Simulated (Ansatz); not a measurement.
The starting structures come from a database of crystals and need not be the phases stable at ambient conditions.

 Where the default PAW files enter, the runs use the earlier of Ansatz's two default sets.

```yaml
crystal:
  lattice:
    - [3.90929, 0.00000, 0.00000]
    - [0.00000, 3.90929, 0.00000]
    - [0.00000, 0.00000, 5.52212]
  atoms:
    - { symbol: Zn, position: [0.50000, 0.00000, 0.76306] }
    - { symbol: Zn, position: [0.00000, 0.50000, 0.23694] }
    - { symbol: Se, position: [0.00000, 0.00000, 0.50000] }
    - { symbol: S, position: [0.50000, 0.50000, 0.00000] }
```

Space group of this cell: P-4m2. The cell is taken as given.

The numbers are results of r2SCAN (plane waves, PAW; Ansatz, an electronic-structure program), not measurements.

The current runs along the normal of the first two printed vectors; no spin-orbit coupling. Scaled by the factor s: both lengths across the current (ions clamped). Meshes 8×8×6 and 8×8 across the current in all rows.

```json
[
 {"s": "0.98", "mean pressure (GPa)": "3.2", "band gap (eV)": "?"},
 {"s": "1.00", "mean pressure (GPa)": "0.1", "band gap (eV)": "2.16"},
 {"s": "1.02", "mean pressure (GPa)": "-2.6", "band gap (eV)": "2.02"}
]
```

**Question.** Take the slope of the band gap against ln s from the two given rows, extrapolate to s = 0.98, and say what the run there gives.

**Answer.** Slope = (2.02 − 2.16) / ln 1.02 = -7.07 eV. The line gives 2.16 + (-7.07) × ln 0.98 = 2.30 eV. The run gives 2.30 eV, as the line does.
